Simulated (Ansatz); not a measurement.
## Point defect K on the Ca site (K_Ca) in rock-salt CaO

These are PBE, PAW (plane waves to 420 eV; Ansatz, a first-principles code) values and carry that method's errors. Cell: 64 sites, 2×2×2; final energies on a 2×2×2 shifted mesh. Site at the start: the Ca site. Finite-size correction: monopole term and site-potential alignment. Dielectric constants: PBE linear response of the host. Host gap at this level: 3.66 eV. These values are not converged in cell size to better than tenths of an eV. The semilocal functional narrows the gap, so deep levels can fall outside it. Spin–orbit coupling is left out. Each state is the lowest found from its start.

| charge | moment (μB) | point group | largest move off a lattice site (Å) | image correction with alignment (eV) |
|---|---|---|---|---|
| +1† | not spin-polarised | – | 0.15 | 0.02 |
| 0* | 1.0 | – | 0.15 | – |
| −1 | not spin-polarised | Oh | 0.15 | 0.12 |

* At this level the carrier isn't localised at the defect: at charge 0 holes occupy the valence band. Such a state is shallow or no state of the defect, and this cell gives it no level.

† Not settled in this cell, so no level is given: charge +1: a level filled in part, carriers not clearly localised, level within 0.1 eV of a band edge or past it.

Point groups are those of the whole cell at tolerances of 0.03 and 0.1 Å ("near" where only the looser one holds); none is given for unsettled states.

All states together cost about 70 core-minutes (a rough figure).
